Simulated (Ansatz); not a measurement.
Structures of equal composition on the (111) surface of fcc Au: a layer of Ti in place of the second plane; a layer of Ti in place of the third plane. The slabs share one bottom face, and each structure is named by its start. These are constructed structures in small cells; real faces may alloy, dewet or reconstruct in larger ones, and not all known structures of the face are among them. Slabs of about 12 Å with all that they carry, Fermi-Dirac smearing of 0.1 eV. Bottom of the slabs: a bare face, its two planes held. Relaxed from the named starts with such symmetry as they have, on meshes of like density; energies extrapolated to zero smearing; no spin-orbit coupling, no U. Spin-polarised runs, if any, are marked in brackets, and their order is one that fits the cell; the others ran without spin.

Computed with PBE (plane waves to 420 eV, PAW; Ansatz, a first-principles code).

### Question
Order them by energy per 1x1 cell (lowest first) at the level PBE.

### Answer
a layer of Ti in place of the third plane (0.000 eV), a layer of Ti in place of the second plane (0.081 eV)
